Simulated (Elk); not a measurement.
Input and output of a self-consistent single point for BeCo (Pm-3m, 2 atoms in the cell) (Elk).

Method: PBEsol, all-electron FP-LAPW, Elk's shipped species files, LAPW+lo basis (Elk).

The change in words: lattice scaled by 0.98. Reference geometry:
```
CELL_PARAMETERS angstrom
      2.57175     0.00000     0.00000
      0.00000     2.57175     0.00000
      0.00000     0.00000     2.57175
ATOMIC_POSITIONS crystal
  Be 0.00000 0.00000 0.00000
  Co 0.50000 0.50000 0.50000
```
Moments meant for the start (each program seeds them in its own way; μB, in the order of the atoms Be Co): 0.0 3.0.

Reference input (self-consistent single point, DFT, PBEsol, all-electron FP-LAPW, Elk's shipped species files, LAPW+lo basis): xctype = 22; spinpol = true; rgkmax = 8; stype = 3; swidth = 0.00367493 Ha; ngridk = 9 9 9; reducebf = 0.5; gmaxvr = 16 1/bohr; nxoapwlo = 1; nempty = 8 per atom; bfcmt = [[0.0, 0.0, 0.0], [0.0, 0.0, -1.5]]. This run's input differs from it in these lines:

```diff
@@ -34,5 +34,5 @@
 avec
-    2.5717500000    0.0000000000    0.0000000000
-    0.0000000000    2.5717500000    0.0000000000
-    0.0000000000    0.0000000000    2.5717500000
+    2.5203150000    0.0000000000    0.0000000000
+    0.0000000000    2.5203150000    0.0000000000
+    0.0000000000    0.0000000000    2.5203150000
```

Output (repeated stretches shortened):

```
│ Self-consistent loop started │
│ Loop number : 1 │
 total energy                :     -1403.38375420
 total moment                :    1.573654936
│ Loop number : 2 │
 total energy                :     -1403.77407122
 total moment                :    1.569058233
RMS change in Kohn-Sham potential (target) :    6.521768950     (  0.1000000000E-05)
Absolute change in total energy (target)   :   0.3903170183     (  0.1000000000E-03)
│ Loop number : 3 │
 total energy                :     -1392.67537590
 total moment                :   0.5253975539
RMS change in Kohn-Sham potential (target) :    4.334378228     (  0.1000000000E-05)
   [... lines left out ...]
│ Loop number : 32 │
 total energy                :     -1406.99986039
 total moment                :  -0.2382240194
RMS change in Kohn-Sham potential (target) :   0.1015885505E-05 (  0.1000000000E-05)
Absolute change in total energy (target)   :   0.6567994433E-05 (  0.1000000000E-03)
│ Loop number : 33 │
 total energy                :     -1406.99985803
 total moment                :  -0.2377855767
RMS change in Kohn-Sham potential (target) :   0.7145665119E-06 (  0.1000000000E-05)
Absolute change in total energy (target)   :   0.4005340088E-05 (  0.1000000000E-03)
Convergence targets achieved

│ Loop number : 34 │

Energies :
 Fermi                       :     0.349874420899
 xc effective B-field        :    -0.132195606861E-02
 external B-field            :      0.00000000000
 total energy                :     -1406.99985294
 (external B-field energy excluded from total)

Density of states at Fermi energy :    51.57046047
 (states/Hartree/unit cell)

Estimated indirect band gap :   0.3092095796E-03
 from k-point      5 to k-point     33
Estimated direct band gap   :   0.5128531716E-02
 at k-point     25

Charges :
 core                        :    14.00000000
 valence                     :    17.00000000
 interstitial                :    1.545886642
 muffin-tins (core leakage)
  species :    1 (Be)
   atom    1                 :    2.934050440     (  0.1654735096E-02)
  species :    2 (Co)
   [... lines left out ...]
 total charge                :    31.00000000
 error                       :   0.4969673108E-02

Moments :
 interstitial                :   0.4401578670E-02
 muffin-tins
  species :    1 (Be)
   atom    1                 :   0.6853742350E-02
  species :    2 (Co)
   atom    1                 :  -0.2492734066
 total in muffin-tins        :  -0.2424196643
 total moment                :  -0.2380180856

│ Self-consistent loop stopped │
```

The run converged in 34 iterations. The count includes the last loop, which Elk runs after its targets are met. Against the reference run the size of the net moment goes from 0.15 to 0.12 μB/atom.

The starting cell comes from a database of computed structures (which also holds hypothetical and non-ambient phases and stackings), without a prior relaxation at this level. For this run, on top of that: lattice scaled by 0.98. The moments shrank to a small part of their start, a low-spin state that need not be the lowest. Values depend on the basis (sphere radii, cutoffs, local orbitals), which need not be converged. The log's line on a gap gives a spacing of levels on this mesh, which the program prints for metals too.
